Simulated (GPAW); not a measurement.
**Convergence study of the k-point mesh for Al (Fm-3m, 1 atom in the cell)**

```
Al
1.0
    0.00000     2.03107     2.03107
    2.03107     0.00000     2.03107
    2.03107     2.03107     0.00000
Al
1
Cartesian
  0.00000   0.00000   0.00000
```

Method of the run: PBEsol, GPAW PAW datasets PBEsol (made by gpaw-setup) (plane waves; GPAW).

Base settings: mode = pw; ecut = 600 eV; xc = PBEsol; kpts = 14 14 14; mesh shift (steps) = 0 0 0; occupations.name = methfessel-paxton; occupations.width = 0.1 eV; occupations.order = 0; nbands = -5; convergence.forces = 0.001 eV/Å.

Only quantities that move along the ladder and can be compared are tabulated.

The count of work is k-points × plane waves × bands × iterations; it is no time. Core times come from one kind of shared machine, to one figure; runs under 30 s give none.

The starting cell has typed, rounded lattice constants, without a prior relaxation at this level. Its lattice was rescaled by up to half a per cent.

Steps (kpts): 2 2 2; 3 3 3; 4 4 4; 5 5 5; 6 6 6; 7 7 7; 8 8 8; 9 9 9; 10 10 10; 11 11 11; 12 12 12; 13 13 13; 14 14 14; 15 15 15; 16 16 16; 18 18 18; 22 22 22; 27 27 27; 33 33 33; 37 37 37; 46 46 46.

Problem. What is the coarsest kpts that holds the pressure within 0.05 GPa of the last step, with all finer ones?

Solution. 22 22 22, at 0.13 of the last step's count of work and about 0.1 of the last step's time; the step before is off by 0.06 GPa.

Problem. What is the coarsest kpts that holds the free energy within 2 meV/atom of the last step, with all finer ones?

Solution. 22 22 22, at 0.13 of the last step's count of work and about 0.1 of the last step's time; the step before is off by 2.6 meV/atom.

| kpts | free energy less the last step's (meV/atom) | pressure (GPa) | count of work / last | core time / last (rough) |
|---|---|---|---|---|
| 2 2 2 | -660.87 | -8.10 | 0.0012 | – |
| 3 3 3 | 578.11 | -3.48 | 0.0016 | – |
| 4 4 4 | 286.82 | -1.80 | 0.0032 | – |
| 5 5 5 | 54.74 | -0.73 | 0.0040 | – |
| 6 6 6 | -66.39 | -2.04 | 0.0065 | – |
| 7 7 7 | -45.01 | -2.93 | 0.0081 | – |
| 8 8 8 | 5.71 | -2.49 | 0.012 | – |
| 9 9 9 | 29.42 | -2.22 | 0.018 | – |
| 10 10 10 | 19.15 | -2.50 | 0.019 | – |
| 11 11 11 | -8.07 | -2.47 | 0.034 | – |
| 12 12 12 | -7.48 | -2.37 | 0.035 | – |
| 13 13 13 | 3.98 | -2.59 | 0.034 | – |
| 14 14 14 | 8.07 | -2.74 | 0.042 | – |
| 15 15 15 | 0.41 | -2.60 | 0.053 | – |
| 16 16 16 | -4.96 | -2.58 | 0.070 | – |
| 18 18 18 | 2.56 | -2.48 | 0.079 | – |
| 22 22 22 | -1.38 | -2.50 | 0.13 | 0.1 |
| 27 27 27 | -0.25 | -2.55 | 0.25 | 0.2 |
| 33 33 33 | 0.63 | -2.53 | 0.39 | 0.3 |
| 37 37 37 | 0.13 | -2.53 | 0.54 | 0.4 |
| 46 46 46 | 0.00 | -2.53 | 1.0 | 1 |

Two neighbours can agree and both be off: 11 11 11 and 12 12 12 differ by 0.59 meV/atom in the free energy, yet lie about 7.5 meV/atom from the last step.
